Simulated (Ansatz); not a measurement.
Base system: Be in the hcp (Mg type) structure (space group P6_3/mmc, No. 194; relaxed with 0.1 eV smearing).

```yaml
crystal:
  lattice:
    - [2.25515, 0.00000, 0.00000]
    - [-1.12758, 1.95302, 0.00000]
    - [0.00000, 0.00000, 3.55800]
  atoms:
    - { symbol: Be, position: [0.66667, 0.33333, 0.75000] }
    - { symbol: Be, position: [0.33333, 0.66667, 0.25000] }
```

Computed with Kohn–Sham DFT with the PBEsol functional, run in Ansatz (an electronic-structure program) with PAW and 420 eV plane waves, no SOC.

Before the change:

The band gap is zero and the pressure comes out as 0.0 GPa.

Modification: every lattice vector is shortened by 2.00 %; the atoms relax in the strained cell.

Question: What does the calculation give for the band gap and pressure after the change?

Answer: The band gap remains zero; the pressure (mean of the normal stresses, compression positive) goes from zero to 8.3 GPa.

No phonon test of stability was made.
